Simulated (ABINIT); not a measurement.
Band structure of SnO₂ (P4_2/mnm, 6 atoms in the cell).

```
SnO2
1.0
    4.74000     0.00000     0.00000
    0.00000     4.74000     0.00000
    0.00000     0.00000     3.19000
Sn O
2 4
Direct
  0.00000   0.00000   0.00000
  0.50000   0.50000   0.50000
  0.30700   0.30700   0.00000
  0.80700   0.19300   0.50000
  0.19300   0.80700   0.50000
  0.69300   0.69300   0.00000
```

Computed with PBE, PAW (JTH v2.0 PBE PAW) (plane waves; ABINIT 10.0.3).

Settings: pseudos = [Sn.GGA_PBE-JTH.xml, O.GGA_PBE-JTH.xml]; ecut = 24 Ha; pawecutdg = 48 Ha; occopt = 3; tsmear = 0.01 eV; ngkpt = 4 4 5; nshiftk = 1; shiftk = 0 0 0; potentials = JTH v2.0 PBE PAW; kptopt = 1; nstep = 80; tolvrs1 = 1e-10; ndtset = 2.

The starting cell has typed, rounded lattice constants, without a prior relaxation at this level.

These are the values that this program gave, and no reference: the one-centre exchange-correlation terms come from a truncated expansion.

**Question.** Predict the gap along the standard path and the places of the band edges.

**Answer.** The gap along the path is 1.23 eV, direct at Γ to within 0.01 eV.

Levels in eV from the top of the valence band on the SCF mesh, bands 23 to 30:
| point | 23 | 24 | 25 | 26 | 27 | 28 | 29 | 30 |
|---|---|---|---|---|---|---|---|---|
| Γ | -1.22 | -0.78 | -0.78 | 0.00 | 1.23 | 6.13 | 6.33 | 6.33 |
| X | -1.18 | -1.18 | -0.63 | -0.63 | 4.41 | 4.41 | 7.07 | 7.07 |
| M | -1.30 | -1.30 | -0.89 | -0.89 | 4.81 | 4.81 | 7.51 | 7.51 |
| Z | -1.65 | -1.65 | -1.25 | -1.25 | 6.19 | 6.19 | 9.76 | 9.76 |
| R | -1.10 | -1.10 | -0.69 | -0.69 | 6.46 | 6.46 | 8.05 | 8.05 |
| A | -0.97 | -0.97 | -0.83 | -0.83 | 4.89 | 4.89 | 8.87 | 8.87 |
